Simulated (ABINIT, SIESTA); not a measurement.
A SIESTA input for a self-consistent single point of Sn2Pt (Fm-3m, 3 atoms in the cell) (DFT, LDA PW92, numerical atomic orbitals TZP, PseudoDojo LDA standard norm-conserving potentials (rewritten from UPF to PSML)):

```
# files in the folder: Sn.psml Pt.psml (PseudoDojo LDA standard)
SystemName  Sn2Pt
SystemLabel Sn2Pt

NumberOfAtoms                3
NumberOfSpecies              2
%block ChemicalSpeciesLabel
  1 50 Sn
  2 78 Pt
%endblock ChemicalSpeciesLabel
LatticeConstant              4.586429 Ang
%block LatticeVectors
     0.000000000    0.707106771    0.707106771
     0.707106771    0.000000000    0.707106771
     0.707106771    0.707106771    0.000000000
%endblock LatticeVectors
AtomicCoordinatesFormat      Bohr
%block AtomicCoordinatesAndAtomicSpecies
     9.192842019    9.192842019    9.192842019  1
     3.064280673    3.064280673    3.064280673  1
     0.000000000    0.000000000    0.000000000  2
%endblock AtomicCoordinatesAndAtomicSpecies

XC.functional                LDA
XC.authors                   PW92
PAO.BasisSize                TZP
PAO.EnergyShift              0.01 Ry
MeshCutoff                   300 Ry
%block kgrid.MonkhorstPack
   12   0   0  0.0
    0  12   0  0.0
    0   0  12  0.0
%endblock kgrid.MonkhorstPack
OccupationFunction           MP
OccupationMPOrder            0
ElectronicTemperature        3156.43 K

MaxSCFIterations             150
SCF.Mixer.Method             Broyden
SCF.Mixer.Weight             0.2
SCF.Mixer.History            8
SCF.DM.Tolerance             1.0E-05
Diag.ParallelOverK           true
WriteForces                  true
Charge.Mulliken              end
```

Task: Give the ABINIT input for the same structure, mesh, smearing and functional.

Result: One input that does it (others would too):

```
# Sn2Pt, PseudoDojo nc-sr-04 LDA standard
pp_dirpath "./"
pseudos "Sn.upf, Pt.upf"
acell 3*1.0 Angstrom
rprim
         0.0000000000    3.2430950000    3.2430950000
         3.2430950000    0.0000000000    3.2430950000
         3.2430950000    3.2430950000    0.0000000000
natom 3
ntypat 2
znucl 50 78
typat 1 1 2
xred
         0.7500000000    0.7500000000    0.7500000000
         0.2500000000    0.2500000000    0.2500000000
         0.0000000000    0.0000000000    0.0000000000
ecut 42
occopt 7
tsmear 0.00999582
nband 30
kptopt 1
ngkpt 12 12 12
nshiftk 1
shiftk 0 0 0
nstep 50
toldfe 1.0e-09
prtwf 0
prtden 0
enunit 2
```

Basis settings and potentials, where a program has them, do not carry over. This input uses DFT, LDA (PW92), plane waves, norm-conserving pseudopotentials (PseudoDojo nc-sr-04 LDA standard). LDA parametrisations can differ slightly between programs. Both were run: pressure -3.70 GPa in SIESTA and -3.73 in ABINIT.

On ABINIT: the starting cell comes from a database of computed structures (which also holds hypothetical and non-ambient phases and stackings), without a prior relaxation at this level. Spin polarisation is off. With a pressure of about -4 GPa the cell is away from its equilibrium volume at this level.

On SIESTA: the starting cell comes from a database of computed structures (which also holds hypothetical and non-ambient phases and stackings), without a prior relaxation at this level. Spin polarisation is off. Values carry the incompleteness of an atom-centred basis. With a pressure of about -4 GPa the cell is away from its equilibrium volume at this level.
